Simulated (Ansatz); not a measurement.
Functionals compared on the (21-31) surface of hcp Re in its 1x1 cell, outermost plane spacing 0.15 Å in the ideal cut, in Ansatz (plane waves, PAW). The structure was relaxed with PBE; the other rows are single points on it, each with its references at the same level. Cutoff 420 eV (500 eV for r2SCAN).

Model: 24-atom slab, 9.9 Å thick at the start (thin: gaps and levels are the slab's own), 8x6x1 mesh, Fermi-Dirac 0.1 eV, dipole correction, all atoms relaxed; start symmetry kept, larger cells not searched; no spin, no spin-orbit, no U. These notes are the PBE run's.

```
functional  surface energy (J/m²)  work function of the top face (eV)          rough cost of the single point
----------  ---------------------  ----------------------------------  --------------------------------------
PBE                          3.35                                4.48                                       –
LDA                          3.86                                4.79  about 13 core-minutes (a rough figure)
PBEsol                          …                                   …  about 13 core-minutes (a rough figure)
RPBE                         3.13                                4.34          around 11 core-minutes (rough)
r2SCAN                       3.54                                4.51            very roughly 20 core-minutes
```

Q: Some entries are withheld; supply them.

A: 
- PBEsol, surface energy (J/m²): 3.75
- PBEsol, work function of the top face (eV): 4.59

Ansatz is a program for electronic structure.
